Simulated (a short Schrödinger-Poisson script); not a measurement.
System: gated Al0.4Ga0.6As/GaAs δ-doped gas, at 77 K.

```
layer      material  thickness (nm)  Na (cm⁻³)
-----  ------------  --------------  ---------
1      Al0.4Ga0.6As               8          -
2      Al0.4Ga0.6As               5          -
3              GaAs            6000       3e14
```

Constants are typed, rounded textbook-type inputs, not results; the design itself was drawn at random and stands for no fabricated device. Al0.4Ga0.6As: permittivity 11.76, conduction-band edge (eV) 0.316, gap (eV) 1.923, electron mass (mₑ) 0.1002, Nv at 300 K (cm⁻³) 9e18. GaAs: permittivity 12.9, conduction-band edge (eV) 0, gap (eV) 1.424, Nv at 300 K (cm⁻³) 9e18.

Channel valleys (confinement mass, in-plane density-of-states mass, number): Γ 0.067, 0.067, 1. At the gate the conduction-band edge of layer 1 lies 1.07 eV − eVg above the Fermi level of the channel; the field vanishes at the back. Sheet of ionised δ-doping: +3.4e12 e/cm² at 8 nm from the gate. The barrier under the gate holds no holes. Gaps are held at their typed values at every temperature. Mesh 0.08 nm at interfaces.

From a short Schrödinger-Poisson script (our own, NumPy): 1D Poisson equation in equilibrium, electrons quantum, Hartree plus LDA exchange-correlation (BenDaniel-Duke, 40 states a valley, the channel's in-plane mass for all, wave functions free to enter the barrier), parabolic valleys, classical holes, full ionisation, no traps, pinning or gate leakage.

Problem. List the lowest subbands of each valley and their electrons at Vg = 0.5 V.

Solution. 
```
valley  subband  energy from the Fermi level (meV)  electrons (cm⁻²)  share (%)
------  -------  ---------------------------------  ----------------  ---------
Γ             0                              -14.5           4.24e11       93.3
Γ             1                               12.3           2.69e10        5.9
Γ             2                               27.8            2.81e9        0.6
```

All electrons: 4.55e11 cm⁻².
